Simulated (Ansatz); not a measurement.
Take Au in the fcc (Cu type) structure (space group Fm-3m, No. 225; a = 4.124 Å) as the base. Axes: x, y, z lie along the cube axes.

Calculations: plane-wave PAW DFT at the r2SCAN level (Ansatz, a quantum-chemistry and plane-wave program, 500 eV), spin-orbit coupling left out.

For the base:

- Pressure: 0.0 GPa
- Shortest interatomic distance: 5.511 bohr

One thing is altered: strain tensor (xx, yy, zz, yz, xz, xy) = (−1.84, −1.90, +1.77, −0.77, +0.49, −1.13) %; the atoms relax in the strained cell.

Problem. Estimate the effect on the energy relative to the base.

Solution. The energy increases by 6.1 meV/atom.

Problem. Estimate the effect on the pressure.

Solution. The pressure (mean of the normal stresses, compression positive) goes from zero to 3.6 GPa.

Problem. What happens to the shortest interatomic distance?

Solution. The shortest interatomic distance decreases by 0.1653 bohr to 5.345 bohr.

Without a gap, meshes like the base's 19×19×19 leave anisotropic stresses uncertain by several tenths of a GPa, and small strain energies with them. Stability against distortions was not tested.
